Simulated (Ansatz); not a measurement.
**N_Si in alpha quartz**

The numbers are results of PBE, PAW (plane waves to 420 eV; Ansatz, a program for electronic structure), not measurements. A 2×2×2 supercell of 72 sites was used; the energies come from a 2×2×2 Γ-centred sampling of its zone. Site at the start: the Si site. Energies of charged states are corrected for periodic images (point charge plus alignment at distant sites). Dielectric constants: PBE linear response of the host. Host gap at this level: 5.68 eV. These values are not converged in cell size to better than tenths of an eV. The semilocal functional narrows the gap, so deep levels can fall outside it. Spin–orbit coupling is left out. Each state is the lowest found from its start.

Formation energies E_f are given with the Fermi level at the valence-band maximum. Chemical conditions: Si-rich (Δμ(Si) = 0.00 eV, Δμ(N) = -1.94 eV, bounded by Si2N2O (Cmc2_1); only phases computed here count, gases as isolated molecules at 0 K). Reference phases: N: N2 molecule in a box, Si: silicon.

In at least one state atoms left their starting sites on relaxation (a large move, or an atom on the emptied site), so the name describes the start.

```tsv
charge	moment (μB)	point group	largest move off a lattice site (Å)	image correction with alignment (eV)	E_f, Si-rich (eV)
+1	not spin-polarised	C2	0.62	0.30	13.29
0	1.0	C1	0.70	0.00	15.16
−1	not spin-polarised	C1	1.67	0.42	17.70
```

Point groups are those of the whole cell at tolerances of 0.03 and 0.1 Å ("near" where only the looser one holds); none is given for unsettled states.

Transition levels above the valence-band maximum: ε(+1/0) = 1.87 eV; ε(0/−1) = 2.55 eV. On the lower envelope of the bound states, inside the gap: (+1/0) at 1.87 eV; (0/−1) at 2.55 eV.

Flagged in the runs: a host whose relaxation on this sampling wasn't shown to rest, a strain field that reaches the edge of the cell.

All states together cost around 3 core-hours (rough).
